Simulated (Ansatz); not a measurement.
The reference is Sb in the A7 type structure (space group R-3m, No. 166; a = 4.268 Å, c = 10.718 Å (hexagonal axes)).

Level of theory: PBEsol-D3(BJ) in Ansatz (plane waves to 420 eV, PAW, spin-orbit coupling left out).

For the base:

The volume per atom comes out as 28.19 Å³.

Perturbation: cell and atoms relaxed at a pressure of 3 GPa.

Question: Predict the new volume per atom.

Answer: The volume per atom decreases by 1.65 Å³ (28.19 Å³ → 26.54 Å³).

Load acts through the strain it causes; cell and atoms are relaxed under it. No phonon test of stability was made.

Ansatz is a quantum-chemistry and plane-wave program.
